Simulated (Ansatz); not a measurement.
## Au on the 1x1 (111) surface of fcc Pt, one in a 2x2 cell, started at the site 'hollow Pt-Pt-Pt over Pt at depth 2.3 Å'

Calculation: PBE (plane waves to 420 eV, PAW; Ansatz, a quantum-chemistry and plane-wave program).

Set-up: 17 atoms, 6.9 Å thick at the start under the adsorbate (thin: gaps and levels are the slab's own); mesh 6x6x1; 0.1 eV smearing; dipole correction on; 8 atoms held, the rest relaxed; held to the start's symmetry, so lower structures may exist; no spin, no spin-orbit, no U, no dispersion correction. At the end it is bonded to 3 Pt. In PBE this state lies 0.07 eV over the lowest of the starts that converged ('hollow Pt-Pt-Pt over Pt at depth 4.6 Å').

* **adsorption energy against an atom of fcc Au**: 0.47 eV
* **work function of the top face**: 4.64 eV
* **change of the work function**: -1.03 eV
* **change of the step from the bottom to the top vacuum level, against the clean slab**: -1.02 eV
* **energy released by relaxation**: 0.058 eV
* **height of the binding atom over the mean of the host atoms within 0.3 Å of the top one**: 2.167 Å
* **nearest host atoms of the binding atom**: Pt at 2.72 Å, Pt at 2.72 Å, Pt at 2.72 Å
* **largest move of a host atom**: 0.03 Å
* **cost**: roughly 3.0 core-minutes

A negative adsorption energy means that the adsorbate is more stable on the surface than in its reference.
